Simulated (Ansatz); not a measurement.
## CdTe: response to strain

The reference is CdTe in the zinc blende structure (space group F-43m, No. 216; a = 6.4086 Å). Axes: x, y, z lie along the cube axes.

Strains are applied to the cell and any free atomic positions relax.

Level of theory: DFT with LDA, PAW potentials and a 420 eV plane-wave cutoff in Ansatz (a program for electronic structure), no spin-orbit coupling.

Notes on the quantities. energy relative to the base: free energy F.

```csv
change,shortest interatomic distance,electron mass,energy relative to the base,band gap
base,2.775 Å,0.050 mₑ (at Γ),0 meV/atom,0.61 eV
uniaxial strain ε_zz = −3.00 %,2.748 Å,"0.053 mₑ along z, 0.057 mₑ across (at Γ)",+5.5 meV/atom,0.64 eV
uniaxial strain ε_zz = −1.00 %,2.766 Å,0.052 mₑ (at Γ),+0.6 meV/atom,0.62 eV
uniaxial strain ε_zz = −0.50 %,2.770 Å,0.051 mₑ (at Γ),+0.2 meV/atom,0.62 eV
uniaxial strain ε_zz = +0.50 %,2.780 Å,0.050 mₑ (at Γ),+0.1 meV/atom,0.59 eV
uniaxial strain ε_zz = +1.00 %,2.784 Å,0.049 mₑ (at Γ),+0.6 meV/atom,0.57 eV
uniaxial strain ε_zz = +1.50 %,2.789 Å,"0.049 mₑ along z, 0.047 mₑ across (at Γ)",+1.3 meV/atom,0.55 eV
uniaxial strain ε_zz = +2.00 %,2.794 Å,"0.049 mₑ along z, 0.045 mₑ across (at Γ)",+2.4 meV/atom,0.53 eV
uniaxial strain ε_zz = +2.50 %,2.798 Å,"0.049 mₑ along z, 0.044 mₑ across (at Γ)",+3.7 meV/atom,0.51 eV
uniaxial strain ε_zz = +3.00 %,2.803 Å,"0.048 mₑ along z, 0.043 mₑ across (at Γ)",+5.3 meV/atom,0.49 eV
```

With Te present, leaving out spin-orbit coupling can change the band edges. Effective masses come from finite differences of ±0.01 Å⁻¹. Whether these cells are dynamically stable was not tested.
